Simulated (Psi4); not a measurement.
Psi4 1.11, TPSS/def2-svpd: W(O)2(Br)(NH2) ([NH2][W](=[O])(=[O])[Br]), 7 atoms. The geometry is a generated start, not checked to be a minimum at this level.

```
Item                                                 Result
--------------------------  -------------------------------
task                                                 energy
method                                                 tpss
basis                                             def2-svpd
memory                                                 3 GB
maxiter                                                 100
keys of the molecule block                      symmetry c1
scf_type                                       df (default)
guess                        auto, which took SAD (default)
scf_initial_accelerator                     adiis (default)
e_convergence                               1e-06 (default)
d_convergence                               1e-06 (default)
dft_radial_points                              75 (default)
dft_spherical_points                          302 (default)
effective core potentials   those of the basis set, past Kr
basis functions                                         158
grid points                                          152042
```

```xyz
7

W      0.5685    -0.4818     0.1377
O      1.9123    -0.1590    -0.8126
O      0.7994    -0.6684     1.7889
Br    -0.2903    -2.5756    -0.6319
N     -0.7908     0.9325    -0.1580
H     -0.7702     1.6574    -0.8896
H     -1.4288     1.2949     0.5655
```

Charge 0 and multiplicity 1 are set for this test and not shown to be the ground state.

One run each on 2 threads. Values of diis_max_vecs tried: 3, 6, 10 (default), 20.

How does the count of SCF iterations change with diis_max_vecs, and where is it least?

Fewest SCF iterations, within one of each other: 6 with 12, 10 (default) with 12, 20 with 12. The count rises to 98 at 3. All converge to one solution.

```csv
diis_max_vecs,SCF iterations,end
3,98,same solution
6,12,same solution
10 (default),12,same solution
20,12,same solution
```
